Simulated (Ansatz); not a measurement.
CdTe under load (space group R3m), r2SCAN with spin-orbit coupling, rigid bands in Ansatz (a quantum-chemistry and plane-wave program). Condition of this run: uniaxial stress along [111] of 0.5 GPa (compression positive) (the target of the relaxation). Band gap 0.99 eV, N_c = 7.39e17 cm⁻³ and N_v = 9.15e18 cm⁻³ at 300 K, conductivity masses of 0.0997 mₑ (electrons) and 0.489 mₑ (holes). Take k_BT = 0.02585 eV.

Task: What built-in voltage has an abrupt junction with N_A = 1e17 and N_D = 1e17 cm⁻³, all dopants ionised?

Result: V_bi = E_g/e − (k_BT/e) ln(N_c N_v/(N_A N_D)) = 0.99 − 0.02585 × 6.52 = 0.82 V, for the computed gap.

Task: What thermal injection velocity √(2k_BT/πm) limits a ballistic channel?

Result: 1.70e7 cm/s for electrons and 7.69e6 cm/s for holes, a ratio of √(m_h/m_e) = 2.21, for dilute carriers.

Task: Find the intrinsic carrier density and the intrinsic Fermi level.

Result: n_i = √(N_c N_v) exp(−E_g/2k_BT) = 2.60e18 × exp(−19.15) = 1.3e10 cm⁻³. The level lies (k_BT/2) ln(N_v/N_c) = 33 meV from mid-gap (positive towards the conduction band). Each 0.1 eV added to the gap lowers n_i by a factor of 6.9.

Rigid bands with the computed gap; masses take one relaxation time for all states. Geometry: cell and atoms relaxed with PBEsol.
